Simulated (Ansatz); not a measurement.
**Effect of uniaxial strain ε_zz = −0.50 % on TiAl**

The parent structure is TiAl (space group P4/mmm, No. 123; a = 2.766 Å, c = 4.002 Å; relaxed with 0.1 eV smearing). Axes: x, y, z lie along a, b, c of the conventional cell.

Perturbation: the cell is compressed by 0.50 % along z with no lateral relaxation, atoms relaxed at fixed cell.

Level of theory: LDA/PAW in Ansatz (a first-principles code), no SOC. Settings: 21×21×15 k-points, 0.1 eV Fermi–Dirac smearing.

| quantity | base | changed | shift |
|---|---|---|---|
| space group | P4/mmm (No. 123) | P4/mmm (No. 123) | – |
| shortest interatomic distance | 2.766 Å | 2.766 Å | 0.000 Å |
| energy relative to the base (free energy F) | 0 meV/atom | +0.2 meV/atom | +0.2 meV/atom |
| pressure (mean of the normal stresses, compression positive) | 0.0 GPa | 0.6 GPa | +0.6 GPa |
| band gap | zero | zero | – |
| stress (xx, yy, zz, yz, xz, xy; compression positive) | – | (0.5, 0.5, 0.9, 0.0, 0.0, 0.0) GPa | – |

Final structure:

```
TiAl
1.0
    2.76616     0.00000     0.00000
    0.00000     2.76616     0.00000
    0.00000     0.00000     3.98208
Ti Al
1 1
Direct
  0.00000   0.00000   0.00000
  0.50000   0.50000   0.50000
```

Whether these cells are dynamically stable was not tested. All final runs are without spin polarisation.
